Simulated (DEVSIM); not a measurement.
System: Schottky contact on p-type Ge, at 400 K.

```csv
layer (left to right),material,thickness (μm),Na (cm⁻³),τn (s),τp (s)
1,Ge,10.0,2e15,1.5e-7,1.5e-7
```

Left contact: Schottky, work function 4.474 eV, emission velocity 3.5e6 cm/s. Right contact: ohmic. Voltage is applied to the left contact. Recombination: SRH at mid-gap, radiative. Mobility is μmin + (μ − μmin)/(1 + (N/Nref)^α).

Constants are typed, rounded textbook-type inputs, not results; the design itself was drawn at random and stands for no fabricated device. Values at 300 K; Nc and Nv go as T^1.5, mobilities as T to minus their exponent, the gap by Varshni's rule with the affinity fixed.

```tsv
parameter	Ge
gap (eV)	0.664
affinity (eV)	4
permittivity	16
Nc (cm⁻³)	1.04e19
Nv (cm⁻³)	6e18
μn (cm²/Vs)	3900
μp (cm²/Vs)	1900
μn,min	150
μp,min	100
Nref,n	2.6e17
Nref,p	4e17
αn	0.56
αp	0.6
T exponent of μn	1.66
T exponent of μp	2.33
B (cm³/s)	6.4e-14
Varshni α (eV/K)	0.000477
Varshni β (K)	235
```

Simulated with DEVSIM: 1D drift-diffusion, Boltzmann statistics, complete ionisation; no tunnelling, impact ionisation, image-force lowering or self-heating. Metal contacts follow the ideal Schottky-Mott rule: no Fermi-level pinning, no interface dipoles.

**Question.** Tabulate band edges, carrier densities and field at zero bias.

**Answer.** Energies count from the Fermi level of the right contact; mesh points crowd at the junctions.

```json
[
 {"x (μm)": "0.000", "Ec (eV)": "0.474", "Ev (eV)": "-0.150", "n (cm⁻³)": "1.7e13", "p (cm⁻³)": "1.2e17", "field (V/cm)": "-28000"},
 {"x (μm)": "0.01359", "Ec (eV)": "0.443", "Ev (eV)": "-0.181", "n (cm⁻³)": "4.1e13", "p (cm⁻³)": "4.9e16", "field (V/cm)": "-18000"},
 {"x (μm)": "0.03728", "Ec (eV)": "0.412", "Ev (eV)": "-0.212", "n (cm⁻³)": "1.0e14", "p (cm⁻³)": "2.0e16", "field (V/cm)": "-9900"},
 {"x (μm)": "0.07187", "Ec (eV)": "0.387", "Ev (eV)": "-0.237", "n (cm⁻³)": "2.1e14", "p (cm⁻³)": "9.5e15", "field (V/cm)": "-5400"},
 {"x (μm)": "0.1597", "Ec (eV)": "0.359", "Ev (eV)": "-0.265", "n (cm⁻³)": "4.7e14", "p (cm⁻³)": "4.3e15", "field (V/cm)": "-1700"},
 {"x (μm)": "0.2633", "Ec (eV)": "0.349", "Ev (eV)": "-0.275", "n (cm⁻³)": "6.4e14", "p (cm⁻³)": "3.2e15", "field (V/cm)": "-530"},
 {"x (μm)": "0.4439", "Ec (eV)": "0.345", "Ev (eV)": "-0.279", "n (cm⁻³)": "7.3e14", "p (cm⁻³)": "2.8e15", "field (V/cm)": "-76"},
 {"x (μm)": "0.8366", "Ec (eV)": "0.344", "Ev (eV)": "-0.280", "n (cm⁻³)": "7.4e14", "p (cm⁻³)": "2.7e15", "field (V/cm)": "≈ 0"},
 {"x (μm)": "1.321", "Ec (eV)": "0.344", "Ev (eV)": "-0.280", "n (cm⁻³)": "7.4e14", "p (cm⁻³)": "2.7e15", "field (V/cm)": "≈ 0"},
 {"x (μm)": "2.167", "Ec (eV)": "0.344", "Ev (eV)": "-0.280", "n (cm⁻³)": "7.4e14", "p (cm⁻³)": "2.7e15", "field (V/cm)": "≈ 0"},
 {"x (μm)": "3.401", "Ec (eV)": "0.344", "Ev (eV)": "-0.280", "n (cm⁻³)": "7.4e14", "p (cm⁻³)": "2.7e15", "field (V/cm)": "≈ 0"},
 {"x (μm)": "6.087", "Ec (eV)": "0.344", "Ev (eV)": "-0.280", "n (cm⁻³)": "7.4e14", "p (cm⁻³)": "2.7e15", "field (V/cm)": "≈ 0"},
 {"x (μm)": "7.506", "Ec (eV)": "0.344", "Ev (eV)": "-0.280", "n (cm⁻³)": "7.4e14", "p (cm⁻³)": "2.7e15", "field (V/cm)": "≈ 0"},
 {"x (μm)": "8.477", "Ec (eV)": "0.344", "Ev (eV)": "-0.280", "n (cm⁻³)": "7.4e14", "p (cm⁻³)": "2.7e15", "field (V/cm)": "≈ 0"},
 {"x (μm)": "9.183", "Ec (eV)": "0.344", "Ev (eV)": "-0.280", "n (cm⁻³)": "7.4e14", "p (cm⁻³)": "2.7e15", "field (V/cm)": "≈ 0"},
 {"x (μm)": "9.486", "Ec (eV)": "0.344", "Ev (eV)": "-0.280", "n (cm⁻³)": "7.4e14", "p (cm⁻³)": "2.7e15", "field (V/cm)": "≈ 0"},
 {"x (μm)": "9.694", "Ec (eV)": "0.344", "Ev (eV)": "-0.280", "n (cm⁻³)": "7.4e14", "p (cm⁻³)": "2.7e15", "field (V/cm)": "≈ 0"},
 {"x (μm)": "9.813", "Ec (eV)": "0.344", "Ev (eV)": "-0.280", "n (cm⁻³)": "7.4e14", "p (cm⁻³)": "2.7e15", "field (V/cm)": "≈ 0"},
 {"x (μm)": "9.914", "Ec (eV)": "0.344", "Ev (eV)": "-0.280", "n (cm⁻³)": "7.4e14", "p (cm⁻³)": "2.7e15", "field (V/cm)": "≈ 0"},
 {"x (μm)": "9.954", "Ec (eV)": "0.344", "Ev (eV)": "-0.280", "n (cm⁻³)": "7.4e14", "p (cm⁻³)": "2.7e15", "field (V/cm)": "≈ 0"},
 {"x (μm)": "9.981", "Ec (eV)": "0.344", "Ev (eV)": "-0.280", "n (cm⁻³)": "7.4e14", "p (cm⁻³)": "2.7e15", "field (V/cm)": "≈ 0"},
 {"x (μm)": "10.00", "Ec (eV)": "0.344", "Ev (eV)": "-0.280", "n (cm⁻³)": "7.4e14", "p (cm⁻³)": "2.7e15", "field (V/cm)": "≈ 0"}
]
```
